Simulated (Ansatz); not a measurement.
The starting structures come from a database of crystals and need not be the phases stable at ambient conditions.

 Where the default PAW files enter, the runs use the earlier of Ansatz's two default sets.

The decay constant κ of evanescent states in the gap governs leakage through a thin film.

Here is the system:

```
CsNaTiO3
1.0
    5.67114     0.00000     0.00000
    0.00000     6.45641     0.00000
    0.00000    -2.85826     5.36083
Cs Na Ti O
2 2 2 6
Direct
  0.75000   0.53532   0.26766
  0.25000   0.46468   0.73234
  0.25000   0.85236   0.42618
  0.75000   0.14764   0.57382
  0.25000   0.09774   0.04887
  0.75000   0.90226   0.95113
  0.25000   0.40846   0.20423
  0.75000   0.59154   0.79577
  0.50000   0.00000   0.21072
  0.50000   0.00000   0.78928
  0.00000   0.00000   0.78928
  0.00000   0.00000   0.21072
```

Space group of this cell: Cmcm. The cell is taken as given; by r2SCAN its mean pressure is -3.0 GPa.

Transport runs along the normal of the first two printed cell vectors.

No gap correction and no spin-orbit coupling; mid-gap values are interpolated between computed energies.

Task: State the band gap and the smallest decay constant κ at mid-gap according to r2SCAN (Ansatz, a first-principles code).

Result: Gap 3.84 eV on a 6×6×6 mesh; κ = 0.438 1/Å, at the zone centre.
